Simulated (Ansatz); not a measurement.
Input and output of a relaxation of cell and atoms for Ge2W (I4/mmm, 3 atoms in the cell) (Ansatz, an electronic-structure program).

Method of the run: PBEsol, default PAW files made with PBE (plane waves; Ansatz).

The change in words: atoms on their sites; basis.ecutwfc: 420 eV → 840 eV; relax: default → cell and atoms. Reference geometry:
```xyz
3
Lattice="-1.6706 1.6706 4.1092 1.6706 -1.6706 4.1092 1.6706 1.6706 -4.1092" Properties=species:S:1:pos:R:3 pbc="T T T"
Ge     0.0000     0.0000     2.8245
Ge     0.0000     0.0000     5.4440
W      0.0000     0.0000     0.0000
```

Reference input (self-consistent single point, DFT, PBEsol, plane waves, default PAW files made with PBE): basis.ecutwfc = 420 eV; kpoints.mp_grid.grid = 8 8 8; hamiltonian.xc = pbesol; hamiltonian.pseudopotentials = {kind: paw} (the program's default PAW files); scf.occupations.method = gaussian; scf.occupations.width = 0.1 eV. This run's input differs from it in these lines:

Ansatz 0.2 input:
```diff
@@ -7,3 +7,3 @@
   atoms:
-    - { symbol: Ge, position_ang: [-0.000000, 0.000000, 2.824481] }
+    - { symbol: Ge, position_ang: [0.000000, -0.000000, 2.774479] }
     - { symbol: Ge, position_ang: [0.000000, -0.000000, 5.444009] }
@@ -11,3 +11,3 @@
 basis:
-  ecutwfc: 420.0
+  ecutwfc: 840.0
 kpoints:
@@ -19,2 +19,4 @@
   occupations: { method: gaussian, width: 0.1 }
+relax:
+  cell: {}
 output:
```

Output, abridged:

```
   [... SCF lines of the steps left out ...]
relax step   1: F+E_penalty+E_count = -18763.64039111 eV  Δ(F+E_penalty+E_count) = +0.000e0 eV  max|allowed force component| = 4.395e-2 eV/Å  Δτ_max = 0.0000 Å  P = -4.634 GPa  Ω = 45.874 Å³  (6 SCF iters, dr2 threshold 1.00e-7 eV, accepted)
relax step   2: F+E_penalty+E_count = -18763.63745786 eV  Δ(F+E_penalty+E_count) = +2.933e-3 eV  max|allowed force component| = 5.798e-2 eV/Å  Δτ_max = 0.0012 Å  P = +5.274 GPa  Ω = 43.589 Å³  energy of the carried Pulay correction = +1.788e-5 eV  [...]
relax step   3: F+E_penalty+E_count = -18763.65792731 eV  Δ(F+E_penalty+E_count) = -1.754e-2 eV  max|allowed force component| = 1.014e-3 eV/Å  Δτ_max = 0.0008 Å  P = -0.255 GPa  Ω = 44.782 Å³  energy of the carried Pulay correction = +8.433e-6 eV  [...]
relax step   4: F+E_penalty+E_count = -18763.65797664 eV  Δ(F+E_penalty+E_count) = -4.933e-5 eV  max|allowed force component| = 1.206e-3 eV/Å  Δτ_max = 0.0002 Å  P = +0.012 GPa  Ω = 44.719 Å³  energy of the carried Pulay correction = +8.923e-6 eV  [...]
relax step   5: F+E_penalty+E_count = -18763.65796788 eV  Δ(F+E_penalty+E_count) = +8.763e-6 eV  max|allowed force component| = 1.273e-3 eV/Å  Δτ_max = 0.0000 Å  P = +0.012 GPa  Ω = 44.719 Å³  stress off target by 1.48e-2 GPa  SCF on the basis [...]
basis re-selected at this cell: Δ(F+E_penalty+E_count) = +8.763e-6 eV, ΔP = -0.000 GPa vs the last step
the relaxation is at rest under the 16 symmetry operations that the run kept from its start: a minimum is not shown …
Stability not checked: this state was not tested for a lower state beside it, because too few of the mixer's solves of this state at the end of the SCF gave a …
Free energy (F): -18763.657968 eV
Internal energy: -18763.653860 eV  (E = F + TS)
   [... lines left out ...]
Fermi energy:    17.873013 eV
  cell:  # Å, volume = 44.7190 Å³
   [... lines left out ...]
    - [1.653789086145092, -1.653789086145092, 4.087633085343401]
    - [1.653789086145092, 1.653789086145092, -4.087633085343401]
  atoms:
    - { symbol: Ge, position: [0.33747292701830484, 0.33747292701830484, -1.6827826325328327e-34] }
    - { symbol: Ge, position: [0.6625270729816954, 0.6625270729816954, -1.36270393663901e-34] }
    - { symbol: W, position: [-4.397411350625963e-21, -4.397411350625673e-21, 3.2543615973192486e-34] }
```

The run converged. 

Summary of the result:
* **Free energy E − TS (on the zero of these files)**: -18763.6580 eV
* **Fermi level (on the code's own zero)**: 17.87 eV
* **Pressure**: 0.01 GPa
* **Largest force (vector length)**: 0.001 eV/Å
* **Final cell**: a = b = c = 4.7094 Å, α = β = 138.88°, γ = 59.55°
* **Final volume per atom**: 14.91 Å³
* **Relaxation steps**: 5

The starting cell comes from a database of computed structures (which also holds hypothetical and non-ambient phases and stackings), without a prior relaxation at this level. Its lattice was rescaled by up to half a per cent. Spin polarisation is off. The relaxation keeps the symmetry of its start, so its end need not be a minimum. Ansatz's pressure includes its estimate of the finite-basis (Pulay) stress.
